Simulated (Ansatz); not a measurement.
**Effect of isotropic strain −1.50 % on TiC**

The parent structure is TiC in the rock salt structure (space group Fm-3m, No. 225; a = 4.2609 Å; relaxed with 0.1 eV smearing).

One thing is altered: every lattice vector is shortened by 1.50 %; the atoms relax in the strained cell.

The values are results of LDA (Ansatz, a first-principles code; PAW; 420 eV plane waves; spin-orbit coupling left out), not measurements. k-mesh 23×23×23 (Γ-centred); smearing 0.1 eV (Fermi–Dirac).

```json
[
 {"quantity": "volume per atom", "base": "9.67 Å³", "changed": "9.24 Å³", "shift": "-0.43 Å³"},
 {"quantity": "space group", "base": "Fm-3m (No. 225)", "changed": "Fm-3m (No. 225)", "shift": "–"},
 {"quantity": "energy relative to the base (free energy F)", "base": "0 meV/atom", "changed": "+18 meV/atom", "shift": "+18 meV/atom"},
 {"quantity": "pressure", "base": "0.0 GPa", "changed": "14.0 GPa", "shift": "+14.0 GPa"},
 {"quantity": "band gap", "base": "zero", "changed": "zero", "shift": "–"}
]
```

Final structure:

```
CELL_PARAMETERS angstrom
      0.00000     2.09850     2.09850
      2.09850     0.00000     2.09850
      2.09850     2.09850     0.00000
ATOMIC_POSITIONS crystal
  Ti 0.00000 0.00000 0.00000
  C  0.50000 0.50000 0.50000
```

No phonon test of stability was made. All final runs are without spin polarisation.
